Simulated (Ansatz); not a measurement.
For Cs2O (R-3m, No. 166), LDA in Ansatz (plane waves, PAW) gives:

lattice parameter a: 4.005 Å
lattice parameter c: 19.437 Å

Q: What does HSE06 in Ansatz (plane waves, PAW) give for the same quantities?

A: 
- lattice constant a: 4.218 Å (rises by 5.3 %)
- lattice parameter c: 21.882 Å (grows by 13 %)

Changes are worked out from the printed values.

Unless a cell is named, each level is at its own relaxed cell (LDA 30.00, HSE06 37.45 Å³/atom).

Ansatz's density-functional and Hartree–Fock values are scalar-relativistic unless marked +SOC, with PAW data made under PBE.

Ansatz is a first-principles code.
